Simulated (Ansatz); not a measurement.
Mg (Im-3m, No. 229, 1 atom in the cell; start mp-110; another form than the element's usual one) was calculated with LDA (Ansatz, a quantum-chemistry and plane-wave program, PAW).

Settings: plane-wave cutoff 520 eV, 22×22×22 k mesh, Fermi–Dirac smearing 0.05 eV, scalar-relativistic PAW data made under PBE.

Cell (relaxed at this level):

```
CELL_PARAMETERS angstrom
     -1.75420     1.75420     1.75420
      1.75420    -1.75420     1.75420
      1.75420     1.75420    -1.75420
ATOMIC_POSITIONS crystal
  Mg 0.00000 0.00000 0.00000
```

Q: Give the computed bulk modulus B0.

A: 
- bulk modulus B0 = 38.6 GPa

The run finds no gap.

Note: the bulk modulus is −V dP/dV from two relaxed cells at ±2 % in volume; the relaxation could not lower the start's symmetry, so the cell can be a saddle point above a distorted one.

Static lattice: no zero-point or thermal effects.

The result took around 14 core-seconds (rough).

A start named mp-… is a Materials Project structure, which need not be a measured phase.
